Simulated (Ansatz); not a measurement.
The reference is PbI2 in the CdI2 type structure (space group P-3m1, No. 164; a = 4.439 Å, c = 6.741 Å; layered). Axes: x lies along a and z along c of the hexagonal cell.

Structures relaxed with PBEsol-D3(BJ) (Ansatz, a program for electronic structure), scalar-relativistic without spin-orbit coupling.

Base:

Simulated powder pattern, Cu Kα1, λ = 1.54056 Å (kinematic, ideal powder, no thermal factors, no anomalous dispersion; the 10 strongest lines at most, above 2 %, up to 2θ = 90°):

```
2θ (°)  I/Imax (%)    hkl
------  ----------  -----
13.12           20  (001)
26.67          100  (011)
35.39           54  (102)
40.61           35  (110)
46.79           12  (103)
49.26           19  (201)
54.95           15  (022)
58.39           14  (113)
65.68           16  (121)
70.52           15  (212)
```

After one change:

Simulated powder pattern, Cu Kα1, λ = 1.54056 Å (kinematic, ideal powder, no thermal factors, no anomalous dispersion; the 10 strongest lines at most, above 2 %, up to 2θ = 90°):

```
2θ (°)  I/Imax (%)
------  ----------
13.05           20
26.75          100
35.37           54
40.85           34
46.67           12
49.51           19
55.12           15
58.41           14
66.06           16
70.84           15
```

**Question.** Which of these changes matches the shifts?
(A) isotropic strain −5.67 %
(B) biaxial strain +1.84 %, plane normal [001], relaxed out of plane
(C) biaxial strain −0.56 %, plane normal [001], relaxed out of plane
(D) uniaxial strain ε_zz = +4.71 %

**Answer.** C, biaxial strain −0.56 %, plane normal [001], relaxed out of plane. Its volume per atom is 38.11 Å³ against 38.35 Å³, and its space group is P-3m1 (No. 164).

Stability against distortions was not tested.
